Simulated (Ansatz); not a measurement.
WC: response to strain

Start from WC (space group P-6m2, No. 187; relaxed with 0.1 eV smearing).

```xyz
2
Lattice="2.8843 0.0000 0.0000 -1.4422 2.4979 0.0000 0.0000 0.0000 2.8115" Properties=species:S:1:pos:R:3 pbc="T T T"
W      0.0000     0.0000     0.0000
C      0.0000     1.6653     1.4058
```

Cartesian axes are those of the cell as printed.

Strains are applied to the cell and any free atomic positions relax; under biaxial strain the out-of-plane vector relaxes too.

Calculations: LDA (Ansatz, an electronic-structure program, PAW, no SOC).

Notes on the quantities. pressure: mean of the normal stresses, compression positive.

| case | pressure | shortest interatomic distance |
|---|---|---|
| base | 0.0 GPa | 2.179 Å |
| biaxial strain −2.50 %, plane normal [001], relaxed out of plane | 17.3 GPa | 2.157 Å |
| biaxial strain −2.00 %, plane normal [001], relaxed out of plane | 13.6 GPa | 2.161 Å |
| biaxial strain −1.50 %, plane normal [001], relaxed out of plane | 10.0 GPa | 2.166 Å |
| biaxial strain −0.50 %, plane normal [001], relaxed out of plane | 3.2 GPa | 2.175 Å |
| biaxial strain +0.50 %, plane normal [001], relaxed out of plane | -3.0 GPa | 2.184 Å |
| biaxial strain +1.00 %, plane normal [001], relaxed out of plane | -6.0 GPa | 2.189 Å |
| biaxial strain +1.50 %, plane normal [001], relaxed out of plane | -8.8 GPa | 2.193 Å |
| biaxial strain +2.00 %, plane normal [001], relaxed out of plane | -11.4 GPa | 2.198 Å |
| biaxial strain +3.00 %, plane normal [001], relaxed out of plane | -16.4 GPa | 2.208 Å |

No phonon test of stability was made. The final runs are not spin-polarised.
